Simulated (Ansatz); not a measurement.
Be₃N₂ (Ia-3, No. 206) was calculated with PBEsol in Ansatz (plane waves, PAW).

Run with plane-wave cutoff 520 eV, 6×6×6 k mesh, Fermi–Dirac smearing 0.01 eV, scalar-relativistic PAW data made under PBE.

Energies at three volumes about the minimum:

| V (Å³/atom) | E − E_lowest (meV/atom) |
|---|---|
| 6.535 | 1.90 |
| 6.668 | 0.00 |
| 6.802 | 1.79 |

Q: Fit a parabola by hand: where is the minimum, what lattice constant follows, and what is the bulk modulus?

A: Slopes: (0.00 − 1.90)/(6.668 − 6.535) = -14.286 and (1.79 − 0.00)/(6.802 − 6.668) = 13.358 meV/Å³. Curvature E″ = 2 × (13.358 − (-14.286))/(6.802 − 6.535) = 207.071 meV/Å⁶. From the middle of the first interval, the slope vanishes at V0 = 6.6015 − (-14.286)/207.071 = 6.670 Å³/atom. B = V0 E″ = 6.670 × 207.071 meV/Å³ × 0.1602 GPa per meV/Å³ = 221 GPa. With 80 atoms in the cube, a = (80 × 6.670)^(1/3) = 8.111 Å. The full Birch–Murnaghan fit to all volumes gives V0 = 6.668 Å³/atom and B0 = 221 GPa.

Measured, for comparison: equilibrium volume per atom 6.75 Å³/atom (temperature not stated, no zero-point or thermal correction, from a published cell, temperature and pressure not stated; literature value). Computed less measured: equilibrium volume per atom -1.2 %. A static lattice is as a rule a little smaller and stiffer than an uncorrected measurement, which can account for part of this in the equilibrium volume per atom.

Ansatz is a program for electronic structure.
